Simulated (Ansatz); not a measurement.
Consider interstitial O in monoclinic ZrO2, neutral cell. Method: PBE, PAW (plane waves to 420 eV; Ansatz, a quantum-chemistry and plane-wave program).

Cell of 96 host sites held at the relaxed PBE lattice; the Γ point alone; Fermi-Dirac width 0.01 eV, spin-restricted; finite-size errors left in. No zero-point or tunnelling terms. The charge state is imposed; whether it is stable for some Fermi level was not computed. Sites that were not tried may lie lower.

Barriers: single points on a 2×2×2 k-point mesh shifted by half a step at the bands' geometries.

Relaxed starting cell (atoms counted from 1):

```xyz
97
Lattice="10.3787 0.0000 0.0000 0.0000 10.4835 0.0000 -1.8071 0.0000 10.6048" Properties=species:S:1:pos:R:3 pbc="T T T"
Zr     0.8122     2.3907     3.7401
Zr    -0.1098     2.3992     9.0478
Zr     0.7793     7.6480     3.7373
Zr    -0.1118     7.6438     9.0520
Zr     6.0058     2.3751     3.7670
Zr     5.0779     2.4032     9.0407
Zr     5.9809     7.6295     3.7570
Zr     5.0725     7.6480     9.0616
Zr     3.4911     2.8621     1.5189
Zr     2.6023     2.8686     6.8077
Zr     3.5047     8.0883     1.5169
Zr     2.5908     8.1065     6.8378
Zr     8.7093     2.8568     1.5130
Zr     7.7800     2.8587     6.8259
Zr     8.6738     8.0981     1.5208
Zr     7.7881     8.1024     6.8266
Zr     2.9970     5.0856     4.2452
Zr     2.1473     5.0075     9.4555
Zr     3.0605    10.2360     4.1592
Zr     2.1414    10.2732     9.4734
Zr     8.2427     5.0113     4.1606
Zr     7.3392     5.0201     9.4692
Zr     8.2390    10.2555     4.1777
Zr     7.3311    10.2640     9.4786
Zr     1.2431     0.2209     1.0924
Zr     0.3465     0.2456     6.3905
Zr     1.2451     5.4816     1.0988
Zr     0.3199     5.4736     6.4072
Zr     6.4255     0.2461     1.1054
Zr     5.5290     0.2184     6.3958
Zr     6.4312     5.4601     1.0767
Zr     5.5321     5.5092     6.4177
O     -0.4225     0.9155     4.4876
O     -1.3297     0.9173     9.7930
O     -0.4307     6.1562     4.4919
O     -1.3311     6.1658     9.7961
O      4.8598     0.7655     4.4544
O      3.8521     0.9348     9.8004
O      4.7157     6.2572     4.5778
O      3.8478     6.1762     9.7949
O      4.7644     4.2733     0.6551
O      3.7914     4.4102     6.1201
O      4.7179     9.5867     0.7851
O      3.8059     9.5802     6.0924
O      9.9182     4.3383     0.7731
O      8.9863     4.3428     6.0828
O      9.9008     9.5758     0.7801
O      9.0131     9.5840     6.0827
O      3.8877     2.9923     3.8619
O      3.3751     3.5404     8.6898
O      4.2580     8.7527     3.4156
O      3.3597     8.7976     8.7399
O      9.4785     3.5314     3.4349
O      8.5573     3.5407     8.7304
O      9.4482     8.7793     3.4259
O      8.5545     8.7861     8.7342
O      0.0248     1.7124     1.8380
O     -0.8777     1.7211     7.1411
O      0.0080     6.9544     1.8373
O     -0.8877     6.9613     7.1473
O      5.2032     1.7462     1.8707
O      4.3246     1.7317     7.1041
O      5.1968     6.9113     1.8553
O      4.3035     6.9770     7.1782
O      1.4257     3.9145     5.1777
O      0.5529     3.9081    10.4621
O      1.4636     9.1387     5.1511
O      0.5616     9.1504    10.4532
O      6.6272     3.8998     5.1432
O      5.7619     3.9013    10.4373
O      6.6696     9.1252     5.1667
O      5.7375     9.1539    10.4660
O      2.8382     1.3705     0.1084
O      1.9442     1.3531     5.3979
O      2.8306     6.5913     0.1146
O      1.9192     6.5923     5.4132
O      8.0139     1.3516     0.1214
O      7.1286     1.3599     5.4150
O      8.0110     6.5921     0.1163
O      7.1241     6.5825     5.4199
O      2.3415     1.2101     2.7304
O      1.4831     1.2912     8.0563
O      2.3576     6.5201     2.7693
O      1.4668     6.5344     8.0588
O      7.5591     1.2765     2.7763
O      6.6644     1.2856     8.0713
O      7.5594     6.5190     2.7685
O      6.6638     6.5329     8.0739
O      1.9360     3.9696     2.5096
O      1.0036     3.9754     7.8121
O      1.9059     9.1779     2.4923
O      1.0072     9.2256     7.8054
O      7.1570     3.9648     2.4855
O      6.2052     3.9811     7.8015
O      7.0934     9.2163     2.5040
O      6.2006     9.2162     7.8133
O      4.5586     4.0740     3.1110
```

End state 1 differs by these moves (Å; atoms that move under 0.08 Å are left out):

```csv
atom,element,Δx,Δy,Δz
9,Zr,-0.04,-0.07,0.08
17,Zr,0.06,-0.08,-0.09
37,O,-0.10,0.14,0.07
39,O,0.06,-0.11,-0.12
41,O,0.25,-0.47,-0.19
42,O,0.04,-0.07,-0.08
49,O,0.36,0.48,-0.39
50,O,0.03,0.06,-0.08
61,O,-0.04,-0.13,0.06
63,O,0.11,0.20,-0.05
75,O,-0.04,0.08,-0.03
81,O,0.03,0.08,0.03
97,O,-0.22,0.81,-1.90
```

Question: What forward and backward barriers to end state 1 does PBE, PAW give?

Answer: forward 0.81 eV, backward 0.81 eV; at the saddle point atom 97 has neighbours O at 1.80, O at 1.91; Zr at 2.05 Å. The program found a first-order saddle point.
